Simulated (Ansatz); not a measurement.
# A constructed model of the (0001) surface of 4H silicon carbide, Si-terminated, (√3x√3)R30° Sb adatom at T4 (bottom of the slab: 3 H on 3 bottom sites)

The numbers are results of r2SCAN, at the PBE geometry (plane waves to 500 eV, PAW; Ansatz, a program for electronic structure), not measurements.

Model: 28-atom slab, 11.2 Å thick at the start with caps and adatoms (thin: gaps and levels are the slab's own), 6x6x1 mesh, Fermi-Dirac 0.025 eV, dipole correction, single point; on the structure that PBE left under its start's symmetry; no spin, no spin-orbit, no U. In PBE it is, or lies within 0.01 eV a 1x1 cell of, the lowest of the 2 structures of its composition computed so far; subsurface sites and larger cells were not tried.

* **gap of the slab on its k-mesh**: 2.18 eV
* **highest filled level below the top vacuum level**: 5.57 eV
* **cost**: very roughly 110 core-seconds
